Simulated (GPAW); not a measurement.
# How far to go with the plane-wave cutoff: Co (P-3m1, 2 atoms in the cell)

```yaml
crystal:
  lattice:
    - [1.26127, -2.18459, 0.00000]
    - [1.26127, 2.18459, 0.00000]
    - [0.00000, 0.00000, 4.09035]
  atoms:
    - { symbol: Co, position: [0.33333, 0.66667, 0.26222], spin: 2.0 }
    - { symbol: Co, position: [0.66667, 0.33333, 0.75000], spin: 2.0 }
```
(The spins are starting values, not results.)

Method of the run: LDA (Perdew-Wang 92), GPAW PAW datasets LDA (gpaw-data 1.0.1) (plane waves; GPAW).

Base settings: spinpol = true; mode = pw; ecut = 850 eV; xc = LDA; kpts = 5 5 3; mesh shift (steps) = 0 0 0; occupations.name = fermi-dirac; occupations.width = 0.1 eV; nbands = -6; symmetry.symmorphic = false.

The second cell is the first with its lattice scaled by 0.98.

The mesh stays at the base's, so the ladder's end is converged at best in this setting alone.

Only quantities that move along the ladder and can be compared are tabulated.

The count of work is k-points × plane waves × bands × iterations; it is no time. 

The starting cell has typed, rounded lattice constants, without a prior relaxation at this level. Its lattice was rescaled by up to half a per cent. One atom was moved a little off its site on purpose. The magnetic order is the one reached from the typed start; others were not searched systematically. In the base run, with a pressure of about -21 GPa the cell is away from its equilibrium volume at this level. Without a gap this mesh is coarse (it stands for a supercell whose shortest vector is 12 Å).

Steps (ecut): 300 eV; 340 eV; 380 eV; 425 eV; 470 eV; 510 eV; 595 eV; 680 eV; 765 eV; 850 eV; 935 eV; 1020 eV; 1150 eV; 1275 eV; 1490 eV; 1700 eV; 2040 eV.

Question: What is the coarsest ecut that holds the free energy within 2 meV/atom of the last step, with all finer ones?

Answer: 1020 eV; the step before is off by 2.2 meV/atom.

Question: What is the coarsest ecut that holds the pressure within 1 GPa of the last step, with all finer ones?

Answer: 680 eV, at 0.15 of the last step's count of work; the step before is off by 1.5 GPa.

Question: What is the coarsest ecut that holds the energy of the compressed cell less the first within 0.2 meV/atom of the last step, with all finer ones?

Answer: 595 eV, at 0.14 of the last step's count of work; the step before is off by 0.23 meV/atom.

```csv
ecut,free energy less the last step's (meV/atom),energy of the compressed cell less the first (meV/atom),pressure (GPa),largest difference of a force vector from the last step's (eV/Å),count of work / last
300 eV,403.62,-65.52,-23.52,0.005,0.049
340 eV,395.76,-68.16,-22.41,0.004,0.060
380 eV,355.08,-68.37,-27.20,0.008,0.070
425 eV,250.22,-62.72,-30.60,0.012,0.079
470 eV,146.15,-65.66,-29.69,0.013,0.12
510 eV,78.38,-65.22,-27.01,0.000,0.12
595 eV,18.67,-64.93,-22.13,0.003,0.14
680 eV,10.63,-64.97,-20.71,0.002,0.15
765 eV,8.77,-64.98,-20.93,0.001,0.56
850 eV,5.27,-65.11,-21.00,0.001,0.36
935 eV,2.24,-64.99,-20.88,0.001,0.45
1020 eV,0.71,-64.99,-20.75,0.001,0.49
1150 eV,0.07,-64.99,-20.68,0.003,0.50
1275 eV,0.00,-64.99,-20.60,0.003,0.41
1490 eV,0.00,-64.99,-20.64,0.001,0.82
1700 eV,0.00,-64.99,-20.65,0.000,1.0
2040 eV,0.00,-64.99,-20.64,0.000,1.0
```

The energy difference between the two cells stays within 1 meV/atom of the last step's from 470 eV on, the total only from 1020 eV on: much of the error is common to both cells and cancels.

Two neighbours can agree and both be off: 340 eV and 380 eV differ by 0.21 meV/atom in the energy of the compressed cell less the first, yet lie about 3.4 meV/atom from the last step.

At the lowest cutoff the pressure lies 2.9 GPa under the last step's, the usual sign of Pulay stress in an incomplete plane-wave basis.
